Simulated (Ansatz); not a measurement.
ZnSiP2: electrons 5.0×10^21 cm⁻³

Base system: ZnSiP$_{2}$ in the chalcopyrite structure (space group I-42d, No. 122; a = 5.3775 Å, c = 10.4661 Å).

The change: electron doping at 5.0×10^21 cm⁻³ (0.757 per cell), with a uniform compensating background at fixed cell and a 300 K Fermi–Dirac width.

The values are results of Kohn–Sham DFT with the r2SCAN functional, run in Ansatz (a first-principles code) with PAW and 500 eV plane waves, spin-orbit coupling left out, not measurements. k-mesh 12×12×12 (Γ-centred); smearing 0.0259 eV (Fermi–Dirac).

- Gap between the host's bands: 1.48 eV (base 1.55 eV)
- Gap character: direct at Γ (base direct at Γ)
- Fermi level relative to the doped band's edge (positive inside the band; to 0.05 eV): +0.80 eV

Final structure:

```xyz
8
Lattice="-2.6888 2.6888 5.2330 2.6888 -2.6888 5.2330 2.6888 2.6888 -5.2330" Properties=species:S:1:pos:R:3 pbc="T T T"
Zn     0.0000     2.6888     2.6165
Zn     0.0000     0.0000     0.0000
Si     2.6888     0.0000     2.6165
Si     0.0000     0.0000     5.2330
P      1.3444     1.4308    -1.3083
P      1.3444     1.2579     3.9248
P      3.9467     1.3444     1.3083
P     -1.2579     1.3444     6.5413
```
Cell charge -0.756633.

Cost of the whole job for the changed cell (relaxation, final SCF and bands): about 6 core-minutes (a rough figure).

Carriers are added with a uniform compensating background; total energy and stress of such cells depend on the potential's zero and are not compared; many-body gap narrowing is missing at this level. Stability against distortions was not tested.
